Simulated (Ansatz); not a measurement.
```
Ga2S3
1.0
    5.46510    -3.14673     0.00000
    5.46510     3.14673     0.00000
   -3.57633     0.00000     5.94153
Ga S
4 6
Direct
  0.72898   0.86568   0.38067
  0.86568   0.72898   0.88067
  0.36011   0.55249   0.37258
  0.55249   0.36011   0.87258
  0.76076   0.55784   0.49411
  0.55784   0.76076   0.99411
  0.40011   0.23904   0.48737
  0.23904   0.40011   0.98737
  0.92302   0.08997   0.01626
  0.08997   0.92302   0.51626
```

The cell is a database entry relaxed within its symmetry; it need not be the phase found at ambient conditions.

Question: Give the diagonal Born effective charges atom by atom and the electronic dielectric tensor from linear response, LDA density-functional theory in Ansatz (plane waves, PAW).

Answer: 
| atom | Z*xx | Z*yy | Z*zz |
|---|---|---|---|
| Ga1 | 2.53 | 2.55 | 2.71 |
| Ga2 | 2.53 | 2.55 | 2.71 |
| Ga3 | 2.49 | 2.55 | 2.68 |
| Ga4 | 2.49 | 2.55 | 2.68 |
| S5 | -2.23 | -0.94 | -2.11 |
| S6 | -2.23 | -0.94 | -2.11 |
| S7 | -1.29 | -2.04 | -2.08 |
| S8 | -1.29 | -2.04 | -2.08 |
| S9 | -1.50 | -2.13 | -1.19 |
| S10 | -1.50 | -2.13 | -1.19 |

ε∞ diagonal: 6.5, 6.6, 6.7. The program warned that the k mesh resolves the field response only roughly, so the permittivities are not converged. Away from Γ the polar cell without biaxial strain shows no imaginary mode on a 2×2×2 mesh.

Ansatz is a first-principles code.
